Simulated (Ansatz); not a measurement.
Data:

```xyz
6
Lattice="3.3917 0.0000 0.0000 -1.6959 2.9373 0.0000 0.0000 0.0000 13.2851" Properties=species:S:1:pos:R:3 pbc="T T T"
Te     1.6959     0.9791     5.1621
Te     0.0000     1.9582    11.8046
Te     0.0000     1.9582     8.1230
Te     1.6959     0.9791     1.4805
Mo     1.6959     0.9791     9.9638
Mo     0.0000     1.9582     3.3213
```

No spin polarisation.

All numbers come from Ansatz (a program for electronic structure), PBE-D3(BJ), PAW, cutoff 420 eV, no SOC. k-mesh 11×11×3 (Γ-centred); smearing 0.05 eV (Fermi–Dirac).

Predict the pressure and gap character.

Pressure (mean of the normal stresses, compression positive): 6.05 GPa
Gap character: indirect, K–Γ (81 % along) → K–Γ (44 % along)

Spin-orbit coupling, missing from the scalar runs, can matter with Te. The cells carry an imposed strain or load. Stability against distortions was not tested. The cell was made from MoTe₂ (space group P6_3/mmc, No. 194; layered, stacked along the Cartesian z axis) by this change: isotropic strain −3.00 %. A zero or small gap of MoTe2 under isotropic strain −3.00 % can be the functional's error rather than a property of the material.
